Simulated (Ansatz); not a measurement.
## CuAu: response to strain

Base system: CuAu (space group P4/mmm, No. 123; a = 2.869 Å, c = 3.645 Å; relaxed with 0.1 eV smearing). Axes: x, y, z lie along a, b, c of the conventional cell.

Strains are applied to the cell and any free atomic positions relax; under biaxial strain the out-of-plane vector relaxes too.

Method: Ansatz (a quantum-chemistry and plane-wave program) PBE, spin-orbit coupling left out.

Notes on the quantities. in-plane stress: mean in-plane stress (compression positive).

```json
[
 {"case": "base", "shortest interatomic distance": "2.727 Å", "in-plane stress": "–"},
 {"case": "biaxial strain −3.00 %, plane normal [001], relaxed out of plane", "shortest interatomic distance": "2.746 Å", "in-plane stress": "+3.1 GPa"},
 {"case": "biaxial strain −2.50 %, plane normal [001], relaxed out of plane", "shortest interatomic distance": "2.743 Å", "in-plane stress": "+2.4 GPa"},
 {"case": "biaxial strain −1.50 %, plane normal [001], relaxed out of plane", "shortest interatomic distance": "2.736 Å", "in-plane stress": "+1.2 GPa"},
 {"case": "biaxial strain −1.00 %, plane normal [001], relaxed out of plane", "shortest interatomic distance": "2.733 Å", "in-plane stress": "+0.8 GPa"},
 {"case": "biaxial strain −0.50 %, plane normal [001], relaxed out of plane", "shortest interatomic distance": "2.731 Å", "in-plane stress": "+0.3 GPa"},
 {"case": "biaxial strain +0.50 %, plane normal [001], relaxed out of plane", "shortest interatomic distance": "2.724 Å", "in-plane stress": "-0.2 GPa"},
 {"case": "biaxial strain +1.00 %, plane normal [001], relaxed out of plane", "shortest interatomic distance": "2.721 Å", "in-plane stress": "-0.4 GPa"},
 {"case": "biaxial strain +2.00 %, plane normal [001], relaxed out of plane", "shortest interatomic distance": "2.714 Å", "in-plane stress": "-0.5 GPa"},
 {"case": "biaxial strain +3.00 %, plane normal [001], relaxed out of plane", "shortest interatomic distance": "2.708 Å", "in-plane stress": "-0.7 GPa"}
]
```

Whether these cells are dynamically stable was not tested. The final runs are not spin-polarised.
